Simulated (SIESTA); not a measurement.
SIESTA run on Si2Ni (Fm-3m, 3 atoms in the cell): self-consistent single point.

Method of the run: GGA PBEsol, numerical atomic orbitals DZP, PseudoDojo PBEsol standard norm-conserving potentials (rewritten from UPF to PSML) run with SIESTA.

```
Si2Ni
1.0
    0.00000     2.68481     2.68481
    2.68481     0.00000     2.68481
    2.68481     2.68481     0.00000
Si Ni
2 1
Direct
  0.25000   0.25000   0.25000
  0.75000   0.75000   0.75000
  0.00000   0.00000   0.00000
```

Reference input (self-consistent single point, DFT, GGA PBE, numerical atomic orbitals DZP, PseudoDojo PBE standard norm-conserving potentials (rewritten from UPF to PSML)): XC.functional = GGA; XC.authors = PBE; potentials = PseudoDojo PBE standard; PAO.BasisSize = DZP; PAO.EnergyShift = 0.01 Ry; MeshCutoff = 350 Ry; kgrid.MonkhorstPack = 9 9 9; OccupationFunction = MP; OccupationMPOrder = 0; ElectronicTemperature = 0.272 eV; MaxSCFIterations = 150; SCF.Mixer.Method = Pulay. This run's input differs from it in these lines:

```diff
@@ -1,2 +1,2 @@
-# files in the folder: Si.psml Ni.psml (PseudoDojo PBE standard)
+# files in the folder: Si.psml Ni.psml (PseudoDojo PBEsol standard)
 SystemName  Si2Ni
@@ -24,3 +24,3 @@
 XC.functional                GGA
-XC.authors                   PBE
+XC.authors                   PBEsol
 PAO.BasisSize                DZP
```

Log, with long lists cut:

```
        iscf     Eharris(eV)        E_KS(eV)     FreeEng(eV)     dDmax    Ef(eV) dHmax(eV)
   scf:    1    -4691.165752    -4763.077034    -4763.091800  1.560864 -2.253631 37.405852
   scf:    2    -4802.193923    -4791.105903    -4791.138239  0.304943 -3.347089  7.484781
   scf:    3    -4792.434296    -4792.090775    -4792.127285  0.053980 -3.627854  1.432719
   scf:    4    -4791.503926    -4791.948461    -4791.983715  0.092700 -3.841879  3.043042
   scf:    5    -4792.167005    -4792.160013    -4792.196832  0.026463 -3.698161  0.204929
   scf:    6    -4792.107003    -4792.139360    -4792.176393  0.006692 -3.660132  1.006787
   [... lines left out ...]
mix: Pulay -- inversion failed, > SVD [rank/size] 4 / 7
   scf:    9    -4792.161079    -4792.161077    -4792.197782  0.000013 -3.706117  0.017159
mix: Pulay -- inversion failed, > SVD [rank/size] 4 / 7
   scf:   10    -4792.161058    -4792.161069    -4792.197768  0.000118 -3.706752  0.030146
mix: Pulay -- inversion failed, > SVD [rank/size] 3 / 7
   scf:   11    -4792.161069    -4792.161078    -4792.197788  0.000200 -3.705344  0.001088
mix: Pulay -- inversion failed, > SVD [rank/size] 3 / 7
   scf:   12    -4792.161079    -4792.161079    -4792.197788  0.000014 -3.705395  0.000263
SCF Convergence by DM+H criterion
max |DM_out - DM_in|         :     0.0000142712
max |H_out - H_in|      (eV) :     0.0002630134
SCF cycle converged after 12 iterations

Using DM_out to compute the final energy and forces

siesta: E_KS(eV) =            -4792.1611

siesta: E_KS - E_eggbox =     -4792.1611

siesta: Atomic forces (eV/Ang):
     1   -0.000304   -0.000304   -0.000304
     2    0.000304    0.000304    0.000304
     3   -0.000000   -0.000000   -0.000000
   Tot   -0.000000   -0.000000   -0.000000
   Max    0.000304
   Res    0.000248    sqrt( Sum f_i^2 / 3N )
   Max    0.000304    constrained

Stress tensor Voigt[x,y,z,yz,xz,xy] (kbar):       -6.59       -6.59       -6.59       -0.28       -0.28       -0.28
(Free)E + p*V (eV/cell)    -4792.0386
Target enthalpy (eV/cell)    -4792.1978

   [... lines left out ...]
siesta: FreeEng =     -4792.197788
   [... lines left out ...]
siesta:    -0.004113   -0.000175   -0.000175
siesta:    -0.000175   -0.004113   -0.000175
siesta:    -0.000175   -0.000175   -0.004113

siesta: Cell volume =         38.705147 Ang**3

siesta: Pressure (static):
siesta:                Solid            Molecule  Units
siesta:           0.00004480          0.00004457  Ry/Bohr**3
siesta:           0.00411345          0.00409236  eV/Ang**3
siesta:           6.59047079          6.55667846  kBar
```

The run converged in 12 iterations. Against the reference run the pressure goes from 5.68 to 0.66 GPa.

The starting cell comes from a database of computed structures (which also holds hypothetical and non-ambient phases and stackings), without a prior relaxation at this level. Its lattice was rescaled by a random factor within 2.5 % of one. Spin polarisation is off. Values carry the incompleteness of an atom-centred basis.

Cost on one core of a shared machine: roughly 70 s.
